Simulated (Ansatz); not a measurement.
# ZnO: pressure series

The reference is ZnO in the wurtzite structure (space group P6_3mc, No. 186; a = 3.280 Å, c = 5.293 Å).

Cell and atoms are relaxed at each pressure.

Calculations: DFT with PBE, PAW potentials and a 420 eV plane-wave cutoff in Ansatz (a quantum-chemistry and plane-wave program), no spin-orbit coupling.

```tsv
change	density	electron mass	width of the top valence band
base	5.48 g/cm³	0.14 mₑ (at Γ)	1.71 eV
pressure −2 GPa	5.40 g/cm³	0.13 mₑ (at Γ)	___
pressure −1 GPa	5.44 g/cm³	0.13 mₑ (at Γ)	1.69 eV
pressure 0.9 GPa	5.52 g/cm³	0.14 mₑ (at Γ)	1.72 eV
pressure 2.1 GPa	5.57 g/cm³	0.14 mₑ (at Γ)	1.74 eV
pressure 4.5 GPa	5.66 g/cm³	0.14 mₑ (at Γ)	1.78 eV
pressure 9 GPa	___	0.15 mₑ (at Γ)	1.85 eV
pressure 22.5 GPa	6.25 g/cm³	0.17 mₑ (at Γ)	2.01 eV
```

Problem. Fill in the withheld entries from the trend.

Solution. 
- pressure −2 GPa, width of the top valence band: 1.67 eV
- pressure 9 GPa, density: 5.83 g/cm³

The levels and masses belong to the bands next to the band gap. Load acts through the strain it causes; cell and atoms are relaxed under it. Masses are band curvatures over ±0.01 Å⁻¹ around the edge. No phonon test of stability was made. Measured, ZnO leaves this structure (for rock salt) near 9.1 GPa (temperature not stated; as listed in Datta, Sujoy, Jana, Debnarayan, arXiv (2020)), on rising pressure, with hysteresis.
